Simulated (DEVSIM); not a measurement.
Device: Pt/SiO2/n-Si capacitor, at 300 K.

Layer 1 from the left is SiO2, thickness (nm) 25.0. Layer 2 from the left is Si, thickness (nm) 4400, Nd (cm⁻³) 1.7e16.

Metal gate on the left, work function 5.6 eV. Fixed charge at the semiconductor interface 0 cm⁻² (in units of +e); interface traps 1e10 cm⁻² eV⁻¹, uniform in energy, neutral level at 0.5 of the gap above the valence band.

The device is made up for the run: typed textbook-type constants, with dimensions and the other settings drawn at random. Values at 300 K.

SiO2: gap (eV) 9, affinity (eV) 0.9, permittivity 3.9. Si: gap (eV) 1.124, affinity (eV) 4.05, permittivity 11.7, Nc (cm⁻³) 2.86e19, Nv (cm⁻³) 3.1e19.

DEVSIM, 1D Poisson equation in equilibrium, Boltzmann statistics, complete ionisation; no quantum confinement or tunnelling. Metal contacts follow the ideal Schottky-Mott rule: no Fermi-level pinning, no interface dipoles.

Q: What does the simulation give for the minimum of the low-frequency capacitance, the flat-band voltage?

A: minimum of the low-frequency capacitance 0.0384 μF/cm²; flat-band voltage 1.36 V.
